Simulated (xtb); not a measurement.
xtb 6.7.1, GFN2-xTB: Hf(I)(OEt)3 (CC[O][Hf]([I])([O]CC)[O]CC), 26 atoms. The geometry is a generated start, not checked to be a minimum at this level.

```
Property                                                                                                       Result
------------------------  -------------------------------------------------------------------------------------------
method                                                                                                       GFN2-xTB
--acc                                                                                                     1 (default)
--etemp (K)                                                                                             300 (default)
detailed input (--input)  none: ANC optimiser, Lindh (1995) Hessian, microcycle=20, maxdispl=1.0, hlow=0.01 (default)
basis functions                                                                                                    71
valence electrons                                                                                                  68
```

```xyz
26

Hf     0.0443     0.3478     0.3110
I      0.6123     2.7222     1.4996
O     -1.5739    -0.1635     1.0800
C     -2.5802    -0.7899     0.3518
C     -2.6815    -0.2246    -1.0670
H     -2.3941    -1.8800     0.3082
H     -3.5356    -0.6349     0.8789
H     -1.7576    -0.4281    -1.6212
H     -3.5177    -0.6755    -1.5983
H     -2.8420     0.8569    -1.0164
O      1.5357    -0.6483     0.8277
C      1.5807    -1.0716     2.1559
C      0.5129    -2.1288     2.4526
H      2.5786    -1.4967     2.3432
H      1.4493    -0.2061     2.8404
H      0.6389    -2.9735     1.7740
H      0.6053    -2.4817     3.4777
H     -0.4824    -1.6955     2.3176
O      0.2291     0.5806    -1.5237
C      1.5128     0.9940    -1.9049
C      1.4978     2.4283    -2.4371
H      2.2132     0.9195    -1.0461
H      1.8790     0.3206    -2.6961
H      1.1542     3.1181    -1.6679
H      2.4969     2.7181    -2.7514
H      0.8241     2.4929    -3.2884
```

Charge 0 and multiplicity 1 are set for this test and not shown to be the ground state.

The structure is relaxed from this start with --opt LEVEL for the levels crude, sloppy, loose, lax, normal, tight, vtight, extreme, once each. Up to the end of the extreme run atoms move by at most 1.4 Å along an axis.

Task: What is the loosest level that ends within 1 meV of the extreme run, and how many cycles does it take?

Result: normal: 37 cycles against 73, ending 0.59 meV above.

```
level    cycles  energy above the extreme run (meV)  gradient norm (eV/Å)
-------  ------  ----------------------------------  --------------------
crude         1                                 300                 0.082
sloppy        1                                 300                 0.082
loose         1                                 300                 0.082
lax           1                                 300                 0.082
normal       37                                0.59                 0.044
tight        47                                0.17                 0.011
vtight       56                          under 0.01                0.0045
extreme      73                                   —                0.0022
```
